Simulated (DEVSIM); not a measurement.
System: illuminated Si p-on-n cell, one wavelength, at 300 K.

```tsv
layer (left to right)	material	thickness (μm)	Nd (cm⁻³)	Na (cm⁻³)	τn (s)	τp (s)	absorption coefficient (cm⁻¹)
1	Si	0.0850	-	6.5e17	4.6e-7	8.4e-7	75000
2	Si	110	2.6e15	-	2.4e-5	2.4e-5	75000
```

Left contact: ohmic, minority electron recombination velocity 9e5 cm/s. Right contact: ohmic, minority hole recombination velocity 7e6 cm/s. Voltage is applied to the left contact. Recombination: SRH at mid-gap, radiative, Auger. Gap narrowing is on: ΔEg = 6.92 meV × (l + √(l² + 0.5)), l = ln(N/1.3e17 cm⁻³), shared equally by both band edges. Light enters at the left, 2.8e16 photons cm⁻² s⁻¹, one pass, no reflection. Mobility is constant in doping.

The device is made up for the run: typed textbook-type constants, with dimensions and the other settings drawn at random. Values at 300 K.

```
parameter           Si
-------------  -------
gap (eV)         1.124
affinity (eV)     4.05
permittivity      11.7
Nc (cm⁻³)      2.86e19
Nv (cm⁻³)       3.1e19
μn (cm²/Vs)       1417
μp (cm²/Vs)        470
B (cm³/s)      4.7e-15
Cn (cm⁶/s)     2.8e-31
Cp (cm⁶/s)     9.9e-32
```

DEVSIM, 1D drift-diffusion, Boltzmann statistics, complete ionisation; no tunnelling, impact ionisation, image-force lowering or self-heating.

The doping Nd of layer 2 was swept, all else fixed.

```json
[
 {"doping Nd of layer 2 (cm^-3)": "7.8e13", "short-circuit current (mA/cm²)": "4.25", "open-circuit voltage (V)": "0.423", "dark forward voltage at 1 A/cm² (V)": "0.653", "fill factor": "0.77"},
 {"doping Nd of layer 2 (cm^-3)": "2.6e14", "short-circuit current (mA/cm²)": "4.25", "open-circuit voltage (V)": "0.445", "dark forward voltage at 1 A/cm² (V)": "0.640", "fill factor": "0.79"},
 {"doping Nd of layer 2 (cm^-3)": "7.8e14", "short-circuit current (mA/cm²)": "4.26", "open-circuit voltage (V)": "0.459", "dark forward voltage at 1 A/cm² (V)": "0.631", "fill factor": "0.79"},
 {"doping Nd of layer 2 (cm^-3)": "2.6e15", "short-circuit current (mA/cm²)": "4.27", "open-circuit voltage (V)": "0.467", "dark forward voltage at 1 A/cm² (V)": "?", "fill factor": "0.79"},
 {"doping Nd of layer 2 (cm^-3)": "7.8e15", "short-circuit current (mA/cm²)": "4.28", "open-circuit voltage (V)": "0.469", "dark forward voltage at 1 A/cm² (V)": "0.618", "fill factor": "0.79"},
 {"doping Nd of layer 2 (cm^-3)": "2.6e16", "short-circuit current (mA/cm²)": "4.30", "open-circuit voltage (V)": "0.470", "dark forward voltage at 1 A/cm² (V)": "0.614", "fill factor": "0.79"},
 {"doping Nd of layer 2 (cm^-3)": "7.8e16", "short-circuit current (mA/cm²)": "4.32", "open-circuit voltage (V)": "0.470", "dark forward voltage at 1 A/cm² (V)": "0.612", "fill factor": "0.79"}
]
```

Question: What belongs in the gaps?

Answer: 
- 2.6e15, dark forward voltage at 1 A/cm² (V): 0.624
